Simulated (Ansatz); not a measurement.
## Os under a change: pressure 2.1 GPa

Take Os in the hcp (Mg type) structure (space group P6_3/mmc, No. 194; a = 2.729 Å, c = 4.306 Å) as the base.

Modification: cell and atoms relaxed at a pressure of 2.1 GPa.

The values are results of PBEsol in Ansatz (plane waves to 420 eV, PAW, no spin-orbit coupling), not measurements. k-mesh 19×19×11 (Γ-centred); smearing 0.05 eV (Fermi–Dirac).

- Volume per atom = 13.83 Å³ (base 13.89 Å³)
- Density = 22.85 g/cm³ (base 22.74 g/cm³)
- Lattice parameter a = 2.725 Å (base 2.729 Å)
- c/a ratio = 1.578 (base 1.578)
- Shortest interatomic distance = 2.664 Å (base 2.668 Å)
- Enthalpy H = E + PV relative to the base's energy = +0.18 eV/atom
- Band gap = zero (base zero)

Final structure:

```yaml
crystal:
  lattice:
    - [2.72486, 0.00000, 0.00000]
    - [-1.36243, 2.35980, 0.00000]
    - [0.00000, 0.00000, 4.30018]
  atoms:
    - { symbol: Os, position: [0.66667, 0.33333, 0.75000] }
    - { symbol: Os, position: [0.33333, 0.66667, 0.25000] }
```

Cost of the whole job for the changed cell (relaxation, final SCF and bands): around 23 core-seconds (rough).

Load acts through the strain it causes; cell and atoms are relaxed under it. Stability against distortions was not tested. All final runs are without spin polarisation.

Ansatz is a program for electronic structure.
